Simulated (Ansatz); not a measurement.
Consider Zr in the hcp (Mg type) structure (space group P6_3/mmc, No. 194; a = 3.244 Å, c = 5.158 Å; relaxed with 0.1 eV smearing). Axes: x lies along a and z along c of the hexagonal cell.

Calculations: r2SCAN/PAW in Ansatz (a quantum-chemistry and plane-wave program), no spin-orbit coupling.

Strains are applied to the cell and any free atomic positions relax.

One change was made to it. Results:

The shortest interatomic distance shrinks by 0.0299 Å, from 3.187 Å to 3.158 Å; the energy grows by 1.2 meV/atom; the pressure (mean of the normal stresses, compression positive) stays 0.0 GPa.

Problem. Which of these changes matches the shifts?
A) tensor shear ε_xz = +0.29 %
B) tensor shear ε_xz = +0.57 %
C) tensor shear ε_xz = +2.00 %
D) tensor shear ε_xz = +1.71 %
E) tensor shear ε_xz = +1.14 %

Solution. E, tensor shear ε_xz = +1.14 %. For comparison, the shortest interatomic distance in the other runs: tensor shear ε_xz = +1.71 % gives 3.143 Å; tensor shear ε_xz = +0.29 % gives 3.180 Å; tensor shear ε_xz = +0.57 % gives 3.172 Å; tensor shear ε_xz = +2.00 % gives 3.137 Å.

Whether these cells are dynamically stable was not tested. All final runs are without spin polarisation.
